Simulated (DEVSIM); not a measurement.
Structure: abrupt GaAs p-n junction, at 300 K.

Layer 1 from the left is GaAs, thickness (μm) 0.0730, Na (cm⁻³) 8.6e15, τn (s) 1.5e-8, τp (s) 1.5e-8. Layer 2 from the left is GaAs, thickness (μm) 2.00, Nd (cm⁻³) 3.6e14, τn (s) 1.5e-8, τp (s) 1.5e-8.

Left contact: ohmic. Right contact: ohmic. Voltage is applied to the left contact. Recombination: SRH at mid-gap, radiative. Mobility is constant in doping.

Constants are typed, rounded textbook-type inputs, not results; the design itself was drawn at random and stands for no fabricated device. Values at 300 K.

GaAs: gap (eV) 1.424, affinity (eV) 4.07, permittivity 12.9, Nc (cm⁻³) 4.7e17, Nv (cm⁻³) 9e18, μn (cm²/Vs) 8500, μp (cm²/Vs) 400, B (cm³/s) 2e-10.

Simulated with DEVSIM: 1D drift-diffusion, Boltzmann statistics, complete ionisation; no tunnelling, impact ionisation, image-force lowering or self-heating.

Task: What does the simulation give for the potential step across the device at zero bias, the dark forward voltage at 100 A/cm², the largest field in the device at zero bias, the dark forward voltage at 1 A/cm²?

Result: potential step across the device at zero bias 1.059 V; dark forward voltage at 100 A/cm² 1.014 V; largest field in the device at zero bias 10000 V/cm; dark forward voltage at 1 A/cm² 0.863 V.
